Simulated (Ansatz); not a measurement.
C on the N site + O on the N site in metastable zinc-blende AlN (start: the N site; N 3.11 Å away; 64-site cell, 2×2×2 shifted sampling). Method: PBE, PAW (plane waves to 420 eV; Ansatz, a program for electronic structure). Total energies of the localised charge states, counted from that of charge +1, and their image corrections (point charge with alignment); the host's valence-band maximum lies at 6.722 eV on the cells' energy zero and its gap is 3.31 eV.

```
charge         moment (μB)  E − E(first) (eV)  correction (eV)
------  ------------------  -----------------  ---------------
+1                     1.0              0.000            0.236
0       not spin-polarised              7.492            0.000
```

**Question.** Derive the transition levels above the valence-band maximum and say which of them are thermodynamic.

**Answer.** A level is the Fermi energy at which two charges have equal formation energy: ε(q/q′) = [E(q′) + corr(q′) − E(q) − corr(q)] / (q − q′) − E_VBM.
ε(+1/0) = [(7.492 + 0.000) − (0.000 + 0.236)] / 1 − 6.722 = 0.53 eV
Thermodynamic levels at least 0.1 eV inside the gap: (+1/0) at 0.53 eV. They hold to tenths of an eV in this cell. Only the charges listed were compared. At charge −1 the carrier sat in host band states, shallow at most. The geometries come from one start. Flagged in the runs: a doubtful potential alignment, a strain field that reaches the edge of the cell.
